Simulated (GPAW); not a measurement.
## A short convergence ladder for Cu (Fm-3m, 1 atom in the cell)

```
CELL_PARAMETERS angstrom
      0.00000     1.81042     1.81042
      1.81042     0.00000     1.81042
      1.81042     1.81042     0.00000
ATOMIC_POSITIONS crystal
  Cu 0.00000 0.00000 0.00000
```

Base method: PBE, GPAW PAW datasets PBE (gpaw-data 1.0.1) (plane waves; GPAW).

Base settings: mode = pw; ecut = 850 eV; xc = PBE; kpts = 6 6 6; mesh shift (steps) = 0 0 0; occupations.name = methfessel-paxton; occupations.width = 0.1 eV; occupations.order = 0; nbands = -5; convergence.density = 1e-05 e/electron.

**The relaxed cell against the cutoff**

In this ladder: optimizer = BFGS; fmax = 0.02 eV/Å.

The mesh stays at the base's, so the ladder's end is converged at best in this setting alone.

Only quantities that move along the ladder and can be compared are tabulated.

```csv
ecut,relaxed volume (Å³/atom),relaxation steps
425 eV,11.655,2
510 eV,12.083,2
595 eV,12.161,2
720 eV,12.076,2
850 eV,12.128,2
1020 eV,12.175,2
1275 eV,12.180,2
1700 eV,12.180,2
```

Coarsest ecut that holds the relaxed volume within 0.061 Å³/atom of the last step, with all finer ones: 850 eV; the step before is off by 0.10 Å³/atom.

At the lowest cutoff the cell relaxes to a volume 4.3 % smaller than at the highest.

On the base run: the starting cell has typed, rounded lattice constants, without a prior relaxation at this level. Its lattice was rescaled by up to half a per cent. Spin polarisation is off. Without a gap this mesh is coarse (it stands for a supercell whose shortest vector is 15 Å).
